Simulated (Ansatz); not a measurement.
```
RbF3Ge
1.0
    3.40772     1.96745     2.40282
   -3.40772     1.96745     2.40282
    0.00000    -3.93489     2.40282
Rb Ge F
1 1 3
Cartesian
  0.00000   0.00000   0.05601
  0.00000   0.00000   3.61834
  1.32531   0.76517   4.72240
  0.00000  -1.53033   4.72240
 -1.32531   0.76517   4.72240
```

The cell was generated from a structure type, relaxed within its symmetry, and need not be the phase found at ambient conditions. Rb is the large-site (A) cation and Ge the one bonded closest to the anions (B).

### Question
Give the diagonal Born effective charges atom by atom and the electronic dielectric tensor from linear response, PBEsol density-functional theory in Ansatz (plane waves, PAW).

### Answer
| atom | Z*xx | Z*yy | Z*zz |
|---|---|---|---|
| Rb1 | 1.20 | 1.20 | 1.35 |
| Ge2 | 2.49 | 2.49 | 2.48 |
| F3 | -1.56 | -0.90 | -1.28 |
| F4 | -0.57 | -1.88 | -1.28 |
| F5 | -1.56 | -0.90 | -1.28 |

ε∞ diagonal: 2.58, 2.58, 2.56. At this level the polar cell without biaxial strain is unstable to a cell-doubling distortion (lowest mode away from Γ 75i cm⁻¹ on a 2×2×2 mesh), so it is not the ground state. At Γ this cell has an unstable mode of 10i cm⁻¹, so it is a symmetry-held saddle and not a minimum.

Ansatz is a quantum-chemistry and plane-wave program.
